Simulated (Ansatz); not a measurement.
Start from TiC in the rock salt structure (space group Fm-3m, No. 225; a = 4.328 Å; relaxed with 0.1 eV smearing). Axes: x, y, z lie along the cube axes.

Calculations: r2SCAN/PAW in Ansatz (a program for electronic structure), no spin-orbit coupling.

Before the change:

The shortest interatomic distance is 2.164 Å.

The change: the symmetric strain tensor [0.0041 -0.0015 0.0076; -0.0015 0.0238 0.0063; 0.0076 0.0063 0.0041], atoms relaxed at fixed cell.

**Question.** Predict the new stress and shortest interatomic distance.

**Answer.** The stress (xx, yy, zz, yz, xz, xy; compression positive) comes out as (-5.5, -11.9, -5.5, -2.2, -2.7, 0.5) GPa; the shortest interatomic distance grows by 0.009 Å to 2.173 Å.

Whether these cells are dynamically stable was not tested. All final runs are without spin polarisation.
